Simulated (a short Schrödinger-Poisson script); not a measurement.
Solved with a short Schrödinger-Poisson script written for these runs: 1D Poisson equation in equilibrium, electrons quantum, Hartree (BenDaniel-Duke, 12 states a valley, the channel's in-plane mass for all, wave functions ending at the dielectric), parabolic valleys, classical holes, full ionisation, no traps, pinning or gate leakage.

System: symmetric double-gate stack, SiO2 on p-type Si(111), at 300 K.

From the gate side: 1.1 nm SiO2; 4 nm Si, acceptors 1e18 cm⁻³; 1.1 nm SiO2.

Constants are typed, rounded textbook-type inputs, not results; the design itself was drawn at random and stands for no fabricated device. SiO2: permittivity 3.9, conduction-band edge (eV) 3.15, gap (eV) 9, electron mass (mₑ) 0.5. Si: permittivity 11.7, conduction-band edge (eV) 0, gap (eV) 1.124, Nv at 300 K (cm⁻³) 3.1e19.

Channel valleys (confinement mass, in-plane density-of-states mass, number): Δ6 0.258, 0.358, 6. At the gates, both at one voltage, the conduction-band edge of layer 1 lies 2.99 eV − eVg above the Fermi level of the channel. Gaps are held at their typed values at every temperature. Mesh 0.03 nm at interfaces.

Question: Give the lowest subband against the Fermi level at Vg = 0.75 V (meV); the gate voltage at 1e11 electrons/cm² (V); the sheet density of all electrons at Vg = 0.15 V (cm⁻²).

Answer: lowest subband against the Fermi level at Vg = 0.75 V (meV): -13.9; gate voltage at 1e11 electrons/cm² (V): -0.19; sheet density of all electrons at Vg = 0.15 V (cm⁻²): 6.78e12.
